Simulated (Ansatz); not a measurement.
MnGe (model structure, started from the CsCl type, Pm-3m, No. 221, 2 atoms in the cell) was calculated with LDA (Ansatz, a program for electronic structure, plane waves, PAW).

Numerical settings: plane-wave cutoff 520 eV, 18×18×18 k mesh, Fermi–Dirac smearing 0.05 eV, spin-polarised with parallel moments, scalar-relativistic PAW data made under PBE.

Cell (relaxed at this level):

```xyz
2
Lattice="2.8629 0.0000 0.0000 0.0000 2.8629 0.0000 0.0000 0.0000 2.8629" Properties=species:S:1:pos:R:3 pbc="T T T"
Mn     0.0000     0.0000     0.0000
Ge     1.4315     1.4315     1.4315
```
Starting moments (μB, in the order of the record's atoms Mn Ge): 4.0 0.0.

Task: Give the computed bulk modulus.

Result: 
- bulk modulus: 201 GPa

The run finds no gap.

Note: the magnetic order was assumed, not searched for or taken from measurement; the bulk modulus is −V dP/dV from two relaxed cells at ±2 % in volume; the moments ended far under their starting size, a low-moment state that need not be the lowest; the relaxation could raise the start's symmetry but not lower it, so the cell can be a saddle point.

The computed numbers hold no vibrational or temperature effects.

A model structure was made by putting elements into a prototype or built by hand; it is no filed structure, need not be a known phase, and can be a saddle point held by its symmetry.
